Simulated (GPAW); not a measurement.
GPAW 25.7.0, DFT, PBE, plane waves, PAW datasets of gpaw-data 1.0.1: fcc Cu, atoms displaced, 4 atoms. Basis and mesh were picked for this test and aren't claimed converged.

```yaml
cell: 3.62, 3.62, 3.62 Å; 90, 90, 90°
distance_to_the_nearest_atom: 2.51 to 2.53 Å
task: scf
mode.name: pw
mode.ecut: 500 eV
xc: PBE
k mesh: 6×6×6
kpts.gamma: true
occupations.name: fermi-dirac
occupations.width: 0.1 eV
convergence.density (electrons an electron): 1e-05
maxiter: 150
parallel.kpt: 1
parallel.band: 2
parallel.domain: 8
parallel.sl_auto: false
parallel.augment_grids: true
eigensolver.name: dav (default)
eigensolver.niter: 2 (default)
mixer.backend: pulay (default)
mixer.method: separate (default)
mixer.beta: 0.05 (default)
mixer.nmaxold: 5 (default)
mixer.weight: 50 (default)
convergence.eigenstates (eV² an electron): 4e-08 (default)
convergence.energy (eV an electron): 0.0005 (default)
k-points after symmetry: 112
bands: 31
electrons: 44
plane_waves: 1222
coarse_grid: 20*20*20
symmetry_operations: 1
```

It runs on a single node (AMD EPYC (Zen 5), 96 cores on 1 socket, no SMT, 12 L3 cache groups; 94 cores' worth of CPU time may be used).

Run on 16 ranks, it takes 12 s from launch to exit:

```bash
OMP_NUM_THREADS=1 mpirun -np 16 gpaw python run.py
```

From its output:

```
cores: 16
OMP_NUM_THREADS: 1
Symmetries present (total): 1
112 k-points in the irreducible part of the Brillouin zone
Wave functions: Plane wave expansion
  Cutoff energy: 500.000 eV
  Number of coefficients (min, max): 1180, 1222
  ScaLapack parameters: grid=1x1, blocksize=None
   Davidson(niter=2)
  Coarse grid: 20*20*20 grid
  Fine grid: 40*40*40 grid
  Method: separate
  Backend: pulay
  Linear mixing parameter: 0.05
  old densities: 5
  Damping of long wavelength oscillations: 50
  Calculator: 8.14 MiB
Total number of cores used: 16
Domain decomposition: 2 x 2 x 2
                      4 x 2 x 2 (xc only)
Parallelization over states: 2
Number of atoms: 4
Number of atomic orbitals: 36
Number of bands in calculation: 31
Number of valence electrons: 44
...
Timing:                              incl.     excl.
-----------------------------------------------------------
Forces:                              0.034     0.034   0.3%
Hamiltonian:                         0.014     0.000   0.0%
 Atomic:                             0.000     0.000   0.0%
  XC Correction:                     0.000     0.000   0.0%
 Calculate atomic Hamiltonians:      0.000     0.000   0.0%
 Communicate:                        0.011     0.011   0.1%
 Initialize Hamiltonian:             0.000     0.000   0.0%
 Poisson:                            0.000     0.000   0.0%
 XC 3D grid:                         0.002     0.002   0.0%
LCAO initialization:                 0.730     0.009   0.1%
 LCAO eigensolver:                   0.106     0.001   0.0%
  Calculate projections:             0.000     0.000   0.0%
  DenseAtomicCorrection:             0.001     0.001   0.0%
  Distribute overlap matrix:         0.010     0.010   0.1%
  Orbital Layouts:                   0.031     0.031   0.3%
  Potential matrix:                  0.032     0.032   0.3%
  Sum over cells:                    0.031     0.031   0.3%
 LCAO to grid:                       0.425     0.425   4.0%
 Set positions (LCAO WFS):           0.189     0.098   0.9%
  Basic WFS set positions:           0.000     0.000   0.0%
  Basis functions set positions:     0.000     0.000   0.0%
  P tci:                             0.003     0.003   0.0%
  ST tci:                            0.085     0.085   0.8%
  mktci:                             0.004     0.004   0.0%
PWDescriptor:                        0.112     0.112   1.1%
SCF-cycle:                           9.043     0.186   1.8%
 Davidson:                           8.247     1.709  16.2%
  Apply H:                           0.884     0.851   8.1%
   HMM T:                            0.033     0.033   0.3%
  Subspace diag:                     1.238     0.057   0.5%
   calc_h_matrix:                    0.619     0.087   0.8%
    Apply H:                         0.532     0.447   4.2%
     HMM T:                          0.085     0.085   0.8%
   diagonalize:                      0.448     0.448   4.2%
   rotate_psi:                       0.115     0.115   1.1%
  calc. matrices:                    1.919     1.042   9.9%
   Apply H:                          0.878     0.845   8.0%
    HMM T:                           0.032     0.032   0.3%
  diagonalize:                       2.152     2.152  20.4%
  rotate_psi:                        0.345     0.345   3.3%
 Density:                            0.300     0.000   0.0%
  Atomic density matrices:           0.031     0.031   0.3%
  Mix:                               0.020     0.020   0.2%
  Multipole moments:                 0.001     0.001   0.0%
  Pseudo density:                    0.248     0.248   2.4%
   Symmetrize density:               0.000     0.000   0.0%
 Hamiltonian:                        0.278     0.003   0.0%
  Atomic:                            0.002     0.002   0.0%
   XC Correction:                    0.000     0.000   0.0%
  Calculate atomic Hamiltonians:     0.004     0.004   0.0%
  Communicate:                       0.235     0.235   2.2%
  Poisson:                           0.000     0.000   0.0%
  XC 3D grid:                        0.034     0.034   0.3%
 Orthonormalize:                     0.031     0.003   0.0%
  calc_s_matrix:                     0.004     0.004   0.0%
  inverse-cholesky:                  0.010     0.010   0.1%
  projections:                       0.007     0.007   0.1%
  rotate_psi_s:                      0.007     0.007   0.1%
Set symmetry:                        0.002     0.002   0.0%
Other:                               0.622     0.622   5.9%
-----------------------------------------------------------
Total:                                        10.555 100.0%
```

Each time is the median wall time of two to five repeats, run one at a time on the otherwise empty machine; start-up is included. Unless noted, each process is bound to its own block of adjacent cores. Build: conda-forge: Open MPI, OpenMP, OpenBLAS, FFTW, ScaLAPACK, ELPA. Other compilers and libraries give other times. Scratch files lie in a memory file system.

Read the timing block: which change would cut the largest part, on the same cores and with the result kept within 1.0 meV/atom in energy, 10 meV/Å in forces (largest component)?

The largest part is the band solver (Davidson, Orthonormalize), 71 % of the time from launch to exit. One change that relieves it (others may too): going from parallel.kpt = 1, parallel.band = 2, parallel.domain = 8 to parallel.kpt = 16, parallel.band = 1, parallel.domain = 1, the fastest of the measured ones that keep the result: 12 s to 4.9 s (2.4× as fast). The largest move is in the band solver (Davidson, Orthonormalize): 8.3 s to 1.7 s. What the program resolved moves too: domains from 2 x 2 x 2 to 1 x 1 x 1. These two results differ by: energy under 0.001 meV/atom, forces (largest component) under 0.001 meV/Å. Others tried: parallel.kpt = 8, parallel.band = 2, parallel.domain = 1 (5.7 s); parallel.kpt = 4, parallel.band = 1, parallel.domain = 4 (6.1 s); parallel.kpt = 2, parallel.band = 2, parallel.domain = 4 (8.1 s); parallel.kpt = 2, parallel.band = 4, parallel.domain = 2 (8.7 s); parallel.kpt = 2, parallel.band = 8, parallel.domain = 1 (11 s); parallel.kpt = 1, parallel.band = 4, parallel.domain = 4 (12 s); parallel.kpt = 1, parallel.band = 1, parallel.domain = 16 (12 s); parallel.kpt = 1, parallel.band = 16, parallel.domain = 1 (21 s).
